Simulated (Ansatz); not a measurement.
Start from SiC in the zinc blende structure (space group F-43m, No. 216; a = 4.356 Å).

One thing is altered: a hydrostatic pressure of 2.1 GPa.

Levels (all Ansatz, a quantum-chemistry and plane-wave program, PAW): r2SCAN (500 eV, without spin-orbit coupling); HSE06 (420 eV, no SOC).

The geometry is relaxed with r2SCAN.

```
Property          Result
---------------  -------
r2SCAN band gap  1.71 eV
```

Q: How does going to HSE06 change the band gap?

A: The band gap grows by 0.51 eV, from 1.71 eV to 2.22 eV.

Single points use the geometry relaxed with r2SCAN. Their cutoffs differ, which shifts pressures a little. The hybrid gap comes from the SCF mesh plus the semilocal run's edge points and a few special points and is an upper bound. Load acts through the strain it causes; cell and atoms are relaxed under it. No phonon test of stability was made.
